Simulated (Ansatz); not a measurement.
Take InP in the zinc blende structure (space group F-43m, No. 216; a = 5.878 Å) as the base. Axes: x, y, z lie along the cube axes.

Computed with DFT with PBEsol, PAW potentials and a 420 eV plane-wave cutoff in Ansatz (an electronic-structure program), without spin-orbit coupling.

Modification: every lattice vector is shortened by 3.00 %; the atoms relax in the strained cell.

Task: Predict the stress tensor and what it implies for the stiffness.

Result: Stress of the strained cell less that of the base (GPa, compression positive):
```
   7.53    0.00    0.00
   0.00    7.53    0.00
   0.00    0.00    7.53
```

Then B = −ΔP/(ΔV/V₀) with ΔV/V₀ = -0.0873 gives secant stiffness values (nonlinear terms included at this strain): B ≈ 86 GPa.

As a check, the harmonic strain energy −½ V₀ Δσ:ε is 54 meV/atom; the computed energy rise is 48 meV/atom.

Whether these cells are dynamically stable was not tested.
